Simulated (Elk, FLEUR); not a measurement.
An Elk input for a self-consistent single point of La3TlC (Pm-3m, 5 atoms in the cell) (DFT, LDA (PW92), all-electron FP-LAPW, Elk's shipped species files, APW+lo basis with extra local orbitals):

```
tasks
  0

tforce
  .true.

rgkmax
  7.5

gmaxvr
  18.0

lmaxapw
  10

lmaxo
  8

nxlo
  2

lorbcnd
  .true.

lradstp
  2

nrmtscf
  2.0

lmaxi
  4

stype
  0

swidth
  0.00999582

maxscl
  100

scale
  10.06306751

avec
    1.0000000000    0.0000000000    0.0000000000
    0.0000000000    1.0000000000    0.0000000000
    0.0000000000    0.0000000000    1.0000000000

sppath
  './'

atoms
  3
  'La.in'
  3
  0.5000000000  0.0000000000  0.5000000000    0.0 0.0 0.0
  0.0000000000  0.5000000000  0.5000000000    0.0 0.0 0.0
  0.5000000000  0.5000000000  0.0000000000    0.0 0.0 0.0
  'Tl.in'
  1
  0.0000000000  0.0000000000  0.0000000000    0.0 0.0 0.0
  'C.in'
  1
  0.5000000000  0.5000000000  0.5000000000    0.0 0.0 0.0

ngridk
  5 5 5
```

Translate this input to FLEUR.

One input that does it (others would too):

Input of the input generator:

```
La3TlC crystal
&input film=f /
1.0000000000 0.0000000000 0.0000000000
0.0000000000 1.0000000000 0.0000000000
0.0000000000 0.0000000000 1.0000000000
10.0630675136
1.0 1.0 1.0

5
57 0.5000000000 0.0000000000 0.5000000000
57 0.0000000000 0.5000000000 0.5000000000
57 0.5000000000 0.5000000000 0.0000000000
81 0.0000000000 0.0000000000 0.0000000000
6 0.5000000000 0.5000000000 0.5000000000

&comp jspins=1 /
&exco xctyp='pz' /
&kpt div1=5 div2=5 div3=5 /
&end /
```

```xml
<?xml version="1.0" encoding="UTF-8" standalone="no"?>
<fleurInput fleurInputVersion="0.39">
   <comment>
      La3TlC crystal                                                                                      
   </comment>
   <calculationSetup>
      <cutoffs Kmax="3.8" Gmax="11.4" GmaxXC="11.4" numbands="0"/>
      <scfLoop itmax="80" minDistance="0.00001" maxIterBroyd="15" imix="Anderson" alpha="0.05" precondParam="0.0" spinf="2.0"/>
      <coreElectrons ctail="T" frcor="F" kcrel="0" coretail_lmax="0"/>
      <xcFunctional name="pz" relativisticCorrections="F"/>
      <magnetism jspins="1"/>
      <soc l_soc="F" theta="0.0" phi="0.0" spav="F"/>
      <expertModes spex="0" secvar="F"/>
      <geometryOptimization l_f="T" forcealpha="1.0" forcemix="BFGS" epsdisp="0.00001" epsforce="0.00001"/>
      <ldaU l_linMix="F" mixParam="0.05" spinf="1.0"/>
   </calculationSetup>
   <cell>
      <bzIntegration valenceElectrons="50.0" mode="gauss" fermiSmearingEnergy="0.00999582">
         <kPointListSelection listName="default-1"/>
         <!-- k-points included here -->
         <xi:include xmlns:xi="http://www.w3.org/2001/XInclude" href="kpts.xml"> </xi:include>
      </bzIntegration>
      <!-- symmetry operations included here -->
      <xi:include xmlns:xi="http://www.w3.org/2001/XInclude" href="sym.xml"> </xi:include>
      <bulkLattice scale="1.0">
         <bravaisMatrix>
            <row-1>   10.0630675136000001     0.0000000000000000     0.0000000000000000</row-1>
            <row-2>    0.0000000000000000    10.0630675136000001     0.0000000000000000</row-2>
            <row-3>    0.0000000000000000     0.0000000000000000    10.0630675136000001</row-3>
         </bravaisMatrix>
      </bulkLattice>
   </cell>
   <atomSpecies>
      <species name="Lanthanum (La)" element="La" atomicNumber="57">
         <mtSphere radius="2.63" gridPoints="925" logIncrement="0.014"/>
         <atomicCutoffs lmax="10" lnonsphr="8"/>
         <electronConfig flipSpins="F">
            <coreConfig>(1s1/2) (2s1/2) (2p1/2) (2p3/2) (3s1/2) (3p1/2) (3p3/2) (4s1/2) (3d3/2) (3d5/2) (4p1/2) (4p3/2) (4d3/2) (4d5/2)</coreConfig>
            <valenceConfig>(5s1/2) (5p1/2) (5p3/2) (6s1/2) (5d3/2) (5d5/2)</valenceConfig>
            <stateOccupation state="(5d3/2)" spinUp="0.2" spinDown="0.2"/>
            <stateOccupation state="(5d5/2)" spinUp="0.3" spinDown="0.3"/>
         </electronConfig>
         <energyParameters s="6" p="6" d="5" f="4"/>
         <lo type="SCLO" l="0" n="5" eDeriv="0"/>
         <lo type="SCLO" l="1" n="5" eDeriv="0"/>
      </species>
      <species name="Thallium (Tl)" element="Tl" atomicNumber="81">
         <mtSphere radius="2.63" gridPoints="925" logIncrement="0.015"/>
         <atomicCutoffs lmax="10" lnonsphr="8"/>
         <electronConfig flipSpins="F">
            <coreConfig>(1s1/2) (2s1/2) (2p1/2) (2p3/2) (3s1/2) (3p1/2) (3p3/2) (4s1/2) (3d3/2) (3d5/2) (4p1/2) (4p3/2) (5s1/2) (4d3/2) (4d5/2) (4f5/2) (4f7/2) (5p1/2) (5p3/2)</coreConfig>
            <valenceConfig>(6s1/2) (5d3/2) (5d5/2) (6p1/2) (6p3/2)</valenceConfig>
            <stateOccupation state="(6p1/2)" spinUp="0.1666666666667" spinDown="0.1666666666667"/>
            <stateOccupation state="(6p3/2)" spinUp="0.3333333333333" spinDown="0.3333333333333"/>
         </electronConfig>
         <energyParameters s="6" p="6" d="6" f="5"/>
         <lo type="SCLO" l="2" n="5" eDeriv="0"/>
      </species>
      <species name="Carbon (C)" element="C" atomicNumber="6">
         <mtSphere radius="1.66" gridPoints="585" logIncrement="0.018"/>
         <atomicCutoffs lmax="6" lnonsphr="4"/>
         <electronConfig flipSpins="F">
            <coreConfig>(1s1/2)</coreConfig>
            <valenceConfig>(2s1/2) (2p1/2) (2p3/2)</valenceConfig>
            <stateOccupation state="(2p1/2)" spinUp="0.3333333333333" spinDown="0.3333333333333"/>
            <stateOccupation state="(2p3/2)" spinUp="0.6666666666667" spinDown="0.6666666666667"/>
         </electronConfig>
         <energyParameters s="2" p="2" d="3" f="4"/>
      </species>
   </atomSpecies>
   <atomGroups>
      <atomGroup species="Lanthanum (La)">
         <relPos label="                   1">1.000/2.000 .0000000000 1.000/2.000</relPos>
         <relPos label="                   2">.0000000000 1.000/2.000 1.000/2.000</relPos>
         <relPos label="                   3">1.000/2.000 1.000/2.000 .0000000000</relPos>
         <force calculate="T" relaxXYZ="TTT"/>
      </atomGroup>
      <atomGroup species="Thallium (Tl)">
         <relPos label="                   4">.0000000000 .0000000000 .0000000000</relPos>
         <force calculate="T" relaxXYZ="TTT"/>
      </atomGroup>
      <atomGroup species="Carbon (C)">
         <relPos label="                   5">1.000/2.000 1.000/2.000 1.000/2.000</relPos>
         <force calculate="T" relaxXYZ="TTT"/>
      </atomGroup>
   </atomGroups>
   <output dos="F" band="F" slice="F">
      <checks vchk="F" cdinf="F"/>
      <bandDOS minEnergy="-.5*Htr" maxEnergy="0.5*Htr" sigma="0.015" storeEVData="T"/>
      <vacuumDOS vacdos="F" integ="F" star="F" nstars="0" locx1="0.0" locy1="0.0" locx2="0.0" locy2="0.0" nstm="0" tworkf="0.0"/>
      <unfoldingBand unfoldBand="F" supercellX="1" supercellY="1" supercellZ="1"/>
      <plotting iplot="0" polar="F">
         <plot TwoD="T" vec1="  1.0  0.0  0.0" vec2="  0.0  1.0  0.0" vec3="  0.0  0.0  1.0" zero="  0.0  0.0  0.0" file="plot"/>
      </plotting>
      <chargeDensitySlicing numkpt="0" minEigenval="0.0" maxEigenval="0.0" nnne="0" pallst="F"/>
      <specialOutput eonly="F"/>
      <magneticCircularDichroism mcd="F" energyLo="-10.0" energyUp="0.0"/>
   </output>
  <!-- We include the file relax.xml here to enable relaxations (see documentation) -->
  <xi:include xmlns:xi="http://www.w3.org/2001/XInclude" href="relax.xml"> <xi:fallback/> </xi:include>
</fleurInput>
```

Basis, cutoffs, solver keys and any potentials are the target program's own. This input uses DFT, LDA (Perdew-Zunger), all-electron FLAPW (FLEUR), scalar-relativistic valence. LDA parametrisations can differ slightly between programs.

The starting cell comes from a database of computed structures (which also holds hypothetical and non-ambient phases and stackings), without a prior relaxation at this level. Its lattice was rescaled by a random factor within 2.5 % of one.
